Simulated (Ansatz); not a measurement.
Consider CdTe in the zinc blende structure (space group F-43m, No. 216; a = 6.558 Å). Axes: x, y, z lie along the cube axes.

Perturbation: biaxial strain +1.28 %, plane normal [001], relaxed out of plane (Cartesian); in-plane vectors clamped, the third vector and the atoms free.

Levels (all Ansatz, an electronic-structure program, PAW, earlier PAW set): r2SCAN (500 eV, no SOC); HSE06+SOC (420 eV, spin-orbit coupling included).

The geometry is relaxed with r2SCAN.

| Property | Result |
|---|---|
| r2SCAN valence-band top at Γ | 0.00, -0.09, -0.09 eV |
| r2SCAN band gap | 1.07 eV |

### Question
Predict the valence-band top at Γ and band gap from HSE06+SOC.

### Answer
The valence-band top at Γ (three highest Kramers pairs, from the VBM) becomes 0.00, -0.07, -0.98 eV (r2SCAN: 0.00, -0.09, -0.09 eV); the band gap rises by 0.07 eV to 1.14 eV.

Single points use the geometry relaxed with r2SCAN. Differences between runs with and without spin-orbit coupling are approximate. Spin-orbit coupling, missing from the scalar runs, can matter with Te. Whether these cells are dynamically stable was not tested.
